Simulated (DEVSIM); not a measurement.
System: Au/Si3N4/n-Ge capacitor, at 300 K.

```csv
layer (left to right),material,thickness (nm),Nd (cm⁻³)
1,Si3N4,7.70,-
2,Ge,15000,1.5e15
```

Metal gate on the left, work function 5.1 eV. Fixed charge at the semiconductor interface 0 cm⁻² (in units of +e); no interface traps.

This is a model device: material constants are rounded textbook-type values typed into the input, and sizes, dopings and lifetimes were drawn at random. Values at 300 K.

| parameter | Si3N4 | Ge |
|---|---|---|
| gap (eV) | 5.1 | 0.664 |
| affinity (eV) | 2.1 | 4 |
| permittivity | 7.5 | 16 |
| Nc (cm⁻³) | - | 1.04e19 |
| Nv (cm⁻³) | - | 6e18 |

Model (solved in DEVSIM): 1D Poisson equation in equilibrium, Boltzmann statistics, complete ionisation; no quantum confinement or tunnelling. Metal contacts follow the ideal Schottky-Mott rule: no Fermi-level pinning, no interface dipoles.

The substrate doping was swept, all else fixed.

```json
[
 {"substrate doping (cm^-3)": "7.5e13", "minimum of the low-frequency capacitance (μF/cm²)": "0.0199", "flat-band voltage (V)": "0.80", "threshold voltage (band bending 2φF) (V)": "0.72"},
 {"substrate doping (cm^-3)": "1.5e14", "minimum of the low-frequency capacitance (μF/cm²)": "0.0218", "flat-band voltage (V)": "0.81", "threshold voltage (band bending 2φF) (V)": "0.71"},
 {"substrate doping (cm^-3)": "3e14", "minimum of the low-frequency capacitance (μF/cm²)": "0.0254", "flat-band voltage (V)": "0.83", "threshold voltage (band bending 2φF) (V)": "0.69"},
 {"substrate doping (cm^-3)": "7.5e14", "minimum of the low-frequency capacitance (μF/cm²)": "0.0305", "flat-band voltage (V)": "0.85", "threshold voltage (band bending 2φF) (V)": "0.66"},
 {"substrate doping (cm^-3)": "1.5e15", "minimum of the low-frequency capacitance (μF/cm²)": "0.0369", "flat-band voltage (V)": "0.87", "threshold voltage (band bending 2φF) (V)": "0.64"},
 {"substrate doping (cm^-3)": "3e15", "minimum of the low-frequency capacitance (μF/cm²)": "0.0471", "flat-band voltage (V)": "0.89", "threshold voltage (band bending 2φF) (V)": "0.61"}
]
```

From the first row to the last the minimum of the low-frequency capacitance goes from 0.0199 to 0.0471. From the first row to the last the flat-band voltage goes from 0.80 to 0.89.
